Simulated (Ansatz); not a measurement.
# ZnS, pressure series

The reference is ZnS in the zinc blende structure (space group F-43m, No. 216; a = 5.3569 Å).

Cell and atoms are relaxed at each pressure.

All numbers come from PBEsol (Ansatz, an electronic-structure program; PAW; 420 eV plane waves; spin-orbit coupling left out), earlier PAW set.

```
variant            lattice parameter a  band gap    gap character
-----------------  -------------------  --------  ---------------
base                       10.123 bohr   2.08 eV      direct at Γ
pressure −2 GPa            10.213 bohr   1.97 eV      direct at Γ
pressure −1 GPa            10.166 bohr   2.03 eV      direct at Γ
pressure 0.9 GPa           10.085 bohr   2.13 eV      direct at Γ
pressure 2.1 GPa           10.038 bohr   2.19 eV      direct at Γ
pressure 4.5 GPa            9.952 bohr   2.30 eV      direct at Γ
pressure 9 GPa              9.815 bohr   2.49 eV      direct at Γ
pressure 15 GPa             9.663 bohr   2.70 eV      direct at Γ
pressure 22.5 GPa           9.508 bohr   2.67 eV  indirect, Γ → X
pressure 30 GPa             9.380 bohr   2.54 eV  indirect, Γ → X
```

Load acts through the strain it causes; cell and atoms are relaxed under it. Whether these cells are dynamically stable was not tested. Measured, ZnS leaves this structure (for rock salt) near 14.7 GPa (temperature not stated; as listed in Datta, Sujoy, Jana, Debnarayan, arXiv (2020)), on rising pressure, with hysteresis.
